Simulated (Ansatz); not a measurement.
**Amorphous Zr20O41Li2**

It comes from a melt-quench run on a machine-learned potential (CHGNet), relaxed afterwards by DFT. O atoms were pushed apart under 1.9 Å during the dynamics, to hinder bonds among them. The hot cell started wider than the set density and was brought back towards it in steps. It is the lowest in DFT energy of 2 quenches. It is a model cell: composition and starting density were chosen by hand, and all elements were melted together. No dispersion term was used.

Methods: PBE, scalar-relativistic without spin-orbit coupling (Ansatz, a quantum-chemistry and plane-wave program); r2SCAN, scalar-relativistic without spin-orbit coupling (Ansatz); HSE06, scalar-relativistic without spin-orbit coupling (Ansatz). Geometry, pressure, stress and energy are those of the PBE run. Its sampling: a 2×2×2 Γ-centred mesh; Fermi-Dirac width 0.02 eV; no spin polarisation. Other functionals are single points at the zone centre (r2SCAN at 500 eV; exact exchange cut at the cell's faces), free to take moments where seeds were set. At PBE the levels at the filled edge of the gap are localised (band-tail or defect states).

```yaml
number_of_atoms_in_the_cell: 63
Density (held, not predicted): 5.21 g/cm³
volume_per_atom: 12.62 Å³
Pressure on a 2×2×2 Γ-centred mesh: -4.02 GPa
Largest force and stress component on that mesh (the relaxation ran on the zone centre alone): 0.09 eV/Å and 4.0 GPa
Level gap on a 2×2×2 Γ-centred mesh (PBE): 3.44 eV
Level gap at the zone centre (PBE): 3.45 eV
Level gap at the zone centre (r2SCAN): 3.87 eV
Level gap at the zone centre (HSE06): 4.92 eV
```

Bonds are counted up to Zr-Zr 3.41 Å, Zr-O 2.78 Å, Zr-Li 3.14 Å, O-O 1.58 Å, O-Li 2.33 Å, Li-Li 2.86 Å. Two cations that share two anions don't count as bonded, nor two that share one unless they lie closer than Zr-Zr 3.32 Å, Zr-Li 3.05 Å, Li-Li 2.78 Å.

| Property | Value |
|---|---|
| Mean coordination of Zr by anions | 6.75 (7 with 6, 11 with 7, 2 with 8) |
| Mean coordination of O | 3.46 (2 with 2, 18 with 3, 21 with 4) |
| Mean coordination of Li by anions | 3.50 (1 with 3, 1 with 4) |
| Mean Zr-O bond | 2.200 Å (spread 0.146 Å, 135 counted) |
| Mean O-Li bond | 1.988 Å (spread 0.080 Å, 7 counted) |

Its density started from a set value of 5.21 g/cm³. The simulated quench (nominally 450 K/ps over its main leg) is rapid and tends to freeze in more defects than a deposited or slowly cooled glass has. One small periodic cell is one sample of the glass; other quenches scatter about these values. The volume was held where the preparation left it and the shape relaxed, at a PBE pressure of -4.0 GPa (tension). Stress components on the final sampling reach 4.0 GPa.
